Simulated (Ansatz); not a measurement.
TiB2: energy against volume

TiB2 (AlB2 type, P6/mmm, 8.371 Å³/atom and stress up to 0.01 GPa in the relaxed cell, c along z) under hydrostatic pressure, with the cell free. PBEsol in Ansatz, a plane-wave DFT program (PAW, default set), 420 eV, 13×13×10 Γ-centred mesh, Fermi-Dirac smearing 0.05 eV; ions are relaxed, or left where forces stay under 0.02 eV/Å, within the symmetry of each cell.

Here V stands for volume and E for E less E0.

| volume (Å³/atom) | E less E0 (meV/atom) | pressure (GPa) |
|---|---|---|
| 8.4360 | 0.41 | -1.99 |
| 8.4032 | 0.10 | -1.00 |
| 8.3712 | 0.00 | 0.00 |
| 8.3430 | 0.08 | 0.90 |
| 8.3059 | 0.43 | 2.09 |
| 8.2341 | 1.89 | 4.49 |
| 8.1065 | 7.24 | 9.00 |
| 7.9504 | 18.86 | 15.00 |
| 7.6136 | ? | ? |

Question: Using the third-order Birch-Murnaghan form, a cubic in V^(-2/3), estimate the missing E at V = 7.6136 from the other rows, showing the fit.

Answer: With u = V^(-2/3) - 0.2446, the rows have u = -0.0032898, -0.0026623, -0.0020461, -0.0014999, -0.0007765, 0.0006388, 0.0032056, 0.0064387. Least squares gives E = 1.101 + 1075.0·u + 262359·u² - 147192·u³. Residuals (row less fit): 0.001, -0.001, -0.001, 0.001, 0.005, -0.005, 0.002, 0.000; standard error 0.004 (degrees of freedom: 4). Its minimum lies at u = -0.0020452, so V0 = (0.2425548)^(-3/2) = 8.371. There d²E/du² = 526500 and d³E/du³ = -883200, so B0 = (4/9) × 8.371^(-7/3) × 526500 × 0.160218 = 264 GPa (the last factor turns the table's units into GPa), and B0' = 4 + (2/3) × 0.2425548 × (-883200)/526500 = 3.7. B0' rests on the cubic coefficient alone and has a standard error of 0.1 from these residuals. At the withheld row, u = 0.0137886, so E = 1.101 + 1075.0 × 0.0137886 + 262359 × 0.0137886² - 147192 × 0.0137886³ = 65.419 meV/atom. The calculation gives 65.59 meV/atom, 0.171 meV/atom above the prediction (0.3 % of the range of E in the table). The row lies outside the fitted rows, so this is an extrapolation. The scatter of the fitted rows lies at the last printed digit.

In a metal these values are sensitive to mesh and smearing; energies are taken to zero smearing, stresses follow the free energy. The runs aren't spin-polarised. Other structures, which can take over under pressure, weren't tried. The same form fitted to the pressure column gives B0' = 3.9; series where the two differ by over 0.4 aren't shown. Rows are the converged runs of the series near zero and its far end, less any whose ions stayed unrelaxed beside relaxed ones; series whose fitted rows scatter by over a few per cent of the range, as at a crossing or softening among them, aren't shown in this form.
